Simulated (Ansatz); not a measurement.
Take AlGaAs2 (space group R3m, No. 160; a = 4.0109 Å, c = 19.6472 Å (hexagonal axes); a cell from a computed database, its experimental status unchecked) as the base.

Level of theory: r2SCAN, PAW, 500 eV (Ansatz, a quantum-chemistry and plane-wave program; without spin-orbit coupling), earlier PAW set.

Before the change:

- Gap between the host's bands: 1.35 eV
- Gap character: direct at Γ

It is then changed as follows: 0.456 holes added to each cell, a density of 5.0×10^21 cm⁻³, with a uniform compensating background at fixed cell and a 300 K Fermi–Dirac width.

### Question
Estimate the effect on the gap between the host's bands, Fermi level from band edge, largest internal atomic displacement and gap character.

### Answer
The gap between the host's bands grows by 0.048 eV, from 1.35 eV to 1.39 eV; the Fermi level relative to the doped band's edge (positive inside the band; to 0.05 eV) is +0.60 eV; the largest internal atomic displacement amounts to 0.015 Å; the gap character is still direct at Γ.

Charged cell with a jellium background: band edges are those of the host's band count, energies are not comparable with the neutral cell, and many-body gap narrowing is missing. Stability against distortions was not tested.
